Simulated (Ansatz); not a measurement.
Seebeck coefficient (μV/K, mean over directions) of p-type GaN (P6_3mc) against carrier density, PBE with spin-orbit coupling, rigid bands in Ansatz (a program for electronic structure). Computed gap 1.93 eV; densities at which minority carriers matter at this gap, or further valleys turn the trend, are left out. Conductivity mass 1.56 mₑ (harmonic mean over directions), N_v = 8.8e19 cm⁻³ at 300 K.

| hole density | 300 K | 500 K |
|---|---|---|
| 1e16 cm⁻³ | 1016 | ___ |
| 1e17 cm⁻³ | 818 | 890 |
| 1e18 cm⁻³ | ___ | 692 |
| 3e18 cm⁻³ | 525 | 597 |
| 1e19 cm⁻³ | 422 | 494 |
| 3e19 cm⁻³ | 330 | 400 |
| 1e20 cm⁻³ | 233 | ___ |
| 3e20 cm⁻³ | 153 | 211 |
| 1e21 cm⁻³ | 82 | 125 |

Question: Fill in the missing entries.

Answer: 
- 1e16 cm⁻³, 500 K: 1089
- 1e18 cm⁻³, 300 K: 620
- 1e20 cm⁻³, 500 K: 299

Rigid bands with a gap fixed in temperature, one relaxation time for all states, no polarons or phonon drag, and whether or not such doping can be reached. Geometry: cell and atoms relaxed with PBEsol.
